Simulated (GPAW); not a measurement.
Band structure of AlN (F-43m, 2 atoms in the cell).

```
CELL_PARAMETERS angstrom
      0.00000     2.19382     2.19382
      2.19382     0.00000     2.19382
      2.19382     2.19382     0.00000
ATOMIC_POSITIONS crystal
  Al 0.00000 0.00000 0.00000
  N  0.75000 0.75000 0.75000
```

Method of the run: PBE, GPAW PAW datasets PBE (gpaw-data 1.0.1) (plane waves; GPAW 25.7.0).

Settings: mode = pw; ecut = 950 eV; xc = PBE; kpts = 9 9 9; mesh shift (steps) = 0 0 0; occupations.name = fermi-dirac; occupations.width = 0.05 eV; nbands = -8; convergence.density = 1e-05 e/electron; convergence.bands = -6; symmetry.symmorphic = false; symmetry.tolerance = 0.0005; maxiter = 150; bandpath_npoints = 40.

The starting cell comes from a database of computed structures (which also holds hypothetical and non-ambient phases and stackings), without a prior relaxation at this level. Its lattice was rescaled by a random factor within 2.5 % of one.

Problem. Predict the gap along the standard path and the places of the band edges.

Solution. The gap along the path is 3.30 eV, from Γ to X; the smallest direct gap on it is 4.09 eV.

Levels in eV from the top of the valence band on the SCF mesh, bands 1 to 8:
| point | 1 | 2 | 3 | 4 | 5 | 6 | 7 | 8 |
|---|---|---|---|---|---|---|---|---|
| Γ | -14.90 | 0.00 | 0.00 | 0.00 | 4.09 | 12.43 | 12.43 | 12.43 |
| X | -12.27 | -4.86 | -1.76 | -1.76 | 3.30 | 8.53 | 13.78 | 15.56 |
| W | -12.21 | -3.76 | -3.40 | -2.67 | 6.01 | 11.35 | 11.85 | 11.99 |
| K | -12.29 | -4.23 | -3.60 | -1.36 | 5.13 | 10.00 | 12.91 | 14.05 |
| L | -12.89 | -5.80 | -0.48 | -0.48 | 7.26 | 9.78 | 11.06 | 11.06 |
| U | -12.29 | -4.23 | -3.60 | -1.36 | 5.13 | 10.00 | 12.91 | 14.05 |
